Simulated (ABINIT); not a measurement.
Short convergence ladders for Pt (Fm-3m, 1 atom in the cell)

```xyz
1
Lattice="0.0000 1.9541 1.9541 1.9541 0.0000 1.9541 1.9541 1.9541 0.0000" Properties=species:S:1:pos:R:3 pbc="T T T"
Pt     0.0000     0.0000     0.0000
```

Base method: PBEsol, norm-conserving pseudopotentials (PseudoDojo nc-sr-04 PBEsol standard) (plane waves; ABINIT).

Base settings: pseudos = [Pt.upf]; ecut = 42 Ha; occopt = 7; tsmear = 0.1 eV; ngkpt = 8 8 8; nshiftk = 1; shiftk = 0 0 0; potentials = PseudoDojo nc-sr-04 PBEsol standard; nband = 14; kptopt = 1.

The count of work is k-points × plane waves × bands × iterations; it is no time. 

**The k-point mesh at a smearing width of 0.05 eV**

In this ladder: tsmear = 0.05 eV.

The second cell is the first with its lattice scaled by 0.98.

Only quantities that move along the ladder and can be compared are tabulated.

| ngkpt | free energy less the last step's (meV/atom) | energy of the compressed cell less the first (meV/atom) | pressure (GPa) | count of work / last |
|---|---|---|---|---|
| 5 5 5 | 316.50 | 94.62 | 6.75 | 0.018 |
| 6 6 6 | -114.73 | 47.79 | -1.11 | 0.026 |
| 7 7 7 | 43.47 | 73.74 | 3.30 | 0.032 |
| 9 9 9 | -30.25 | 61.05 | 1.17 | 0.056 |
| 11 11 11 | -7.47 | 61.58 | 1.26 | 0.090 |
| 16 16 16 | 1.45 | 62.92 | 1.50 | 0.23 |
| 23 23 23 | 0.95 | 63.17 | 1.56 | 0.58 |
| 28 28 28 | 0.00 | 63.15 | 1.55 | 1.0 |

Coarsest ngkpt that holds the energy of the compressed cell less the first within 0.5 meV/atom of the last step, with all finer ones: 16 16 16, at 0.23 of the last step's count of work; the step before is off by 1.6 meV/atom.

Coarsest ngkpt that holds the free energy within 5 meV/atom of the last step, with all finer ones: 16 16 16, at 0.23 of the last step's count of work; the step before is off by 7.5 meV/atom.

Coarsest ngkpt that holds the pressure within 1 GPa of the last step, with all finer ones: 9 9 9, at 0.056 of the last step's count of work; the step before is off by 1.7 GPa.

The energy difference between the two cells stays within 1 meV/atom of the last step's from 16 16 16 on, the total only from 23 23 23 on: much of the error is common to both cells and cancels.

**The width of Gaussian smearing**

In this ladder: ngkpt = 13 13 13.

Narrow widths need finer meshes than wide ones, so the last steps can hold mesh noise.

Only quantities that move along the ladder and can be compared are tabulated; pressure and forces are left out, as mesh noise rules them at narrow widths.

```tsv
tsmear	free energy less the last step's (meV/atom)
1 eV	-321.40
0.5 eV	-105.03
0.3 eV	-43.47
0.2 eV	-20.49
0.1 eV	-4.62
0.05 eV	0.00
```

Widest tsmear that holds the free energy within 5 meV/atom: not settled: the last two steps still differ by 4.6 meV/atom, over half the tolerance, so the ladder does not show it.

On the base run: the starting cell has typed, rounded lattice constants, without a prior relaxation at this level. Its lattice was rescaled by up to half a per cent. Spin polarisation is off.

Left out of this page: 2 runs of the series outside the window shown, repeating another row's setting, or not comparable.
